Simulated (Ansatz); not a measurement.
The starting structures come from a database of crystals and need not be the phases stable at ambient conditions.

Input:

```xyz
8
Lattice="3.7796 0.0000 0.0000 -1.8898 5.6660 0.0000 0.0000 0.0000 5.9805" Properties=species:S:1:pos:R:3 pbc="T T T"
Na     0.0000     3.2566     4.4854
Na     1.8898     2.4094     1.4951
Au     1.8898     5.6286     1.4951
Au     0.0000     0.0374     4.4854
O      1.8898     4.2812     5.9402
O      0.0000     1.3848     0.0403
O      0.0000     1.3848     2.9499
O      1.8898     4.2812     3.0306
```

Space group of this cell: Cmcm. The cell is taken as given; by PBEsol its mean pressure is -5.3 GPa.

Transport runs along the normal of the first two printed cell vectors.

The gap is the functional's own, uncorrected, and κ follows it; spin-orbit coupling is left out. Mid-gap values are interpolated between the computed energies.

Task: Give the band gap and the smallest decay constant κ at mid-gap that PBEsol in Ansatz (a quantum-chemistry and plane-wave program) yields.

Result: Gap 0.99 eV on a 8×8×6 mesh; κ = 0.217 1/Å, at (0.000, 0.500) of the in-plane reciprocal vectors. At the zone centre, at the nearest computed energy, the slowest state has κ = 0.34 1/Å.
